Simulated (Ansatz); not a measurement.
The starting structures come from a database of crystals and need not be the phases stable at ambient conditions.

 Where the default PAW files enter, the runs use the earlier of Ansatz's two default sets.

The decay constant κ of evanescent states in the gap governs leakage through a thin film.

Consider the following.

```yaml
crystal:
  lattice:
    - [5.55923, 0.00000, 0.00000]
    - [0.00000, 8.67396, 0.00000]
    - [2.77962, 4.33698, 2.77962]
  atoms:
    - { symbol: Si, position: [0.50000, 0.75000, 0.00000] }
    - { symbol: Si, position: [0.00000, 0.00000, 0.00000] }
    - { symbol: S, position: [0.53299, 0.87500, 0.50000] }
    - { symbol: S, position: [0.03299, 0.65799, 0.43402] }
    - { symbol: S, position: [0.46701, 0.37500, 0.50000] }
    - { symbol: S, position: [0.96701, 0.09201, 0.56598] }
```

Space group of this cell: I-42d. The cell is taken as given.

Transport runs along the normal of the first two printed cell vectors, the (100) plane of the conventional cell.

The gap is the functional's own, uncorrected, and κ follows it; spin-orbit coupling is left out. Mid-gap values are interpolated between the computed energies.

Question: State the band gap and the smallest decay constant κ at mid-gap according to r2SCAN run with Ansatz (an electronic-structure program).

Answer: Gap 3.54 eV on a 12×12×12 mesh; κ = 0.326 1/Å, at the zone centre.
